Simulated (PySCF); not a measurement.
PySCF 2.14.0, TPSSH/def2-svp, df: Al(Me)(OMe)(nPr) (CC[CH2][Al]([CH3])[O]C), 20 atoms. The geometry is a generated start, not checked to be a minimum at this level.

```json
{
 "task": "energy",
 "method": "tpssh",
 "basis": "def2-svp",
 "two_electron_scheme": "density fitting",
 "mol.max_memory": "3000 MB",
 "mf.max_cycle": "100",
 "mf.init_guess": "minao (default)",
 "mf.DIIS": "CDIIS (default)",
 "mf.diis_space": "8 (default)",
 "mf.conv_tol": "1e-09 (default)",
 "mf.grids.level": "3 (default)",
 "basis_functions": "167",
 "grid_points": "231360"
}
```

```xyz
20

Al     0.0136    -0.6276     0.9536
C     -0.2235    -0.1490     2.8791
H     -0.5396    -1.0049     3.4793
H     -0.9766     0.6271     3.0003
H      0.7003     0.2188     3.3312
O      1.1200    -1.7805     0.5225
C      2.0678    -2.7550     0.1977
H      2.3308    -3.3328     1.0874
H      1.6675    -3.4342    -0.5605
H      2.9724    -2.2831    -0.1958
C     -1.0428     0.3159    -0.4806
C     -0.2528     1.4051    -1.2237
C     -1.1397     2.1879    -2.1876
H     -1.9123     0.7905    -0.0060
H     -1.4513    -0.3747    -1.2304
H      0.1909     2.0984    -0.5032
H      0.5698     0.9458    -1.7803
H     -1.5925     1.5212    -2.9200
H     -0.5625     2.9418    -2.7198
H     -1.9392     2.6893    -1.6433
```

One run each on 2 threads, 1 BLAS thread. Values of level_shift (Hartree) tried: 0 (default), 0.1, 0.3, 1.

Question: Predict the course of the Fock builds along this series.

Answer: Fewest Fock builds, within one of each other: 0 (default) with 13, 0.1 with 13. The count rises to 36 at 1. All converge to one solution.

```tsv
level_shift (Hartree)	Fock builds	end
0 (default)	13	same solution
0.1	13	same solution
0.3	16	same solution
1	36	same solution
```
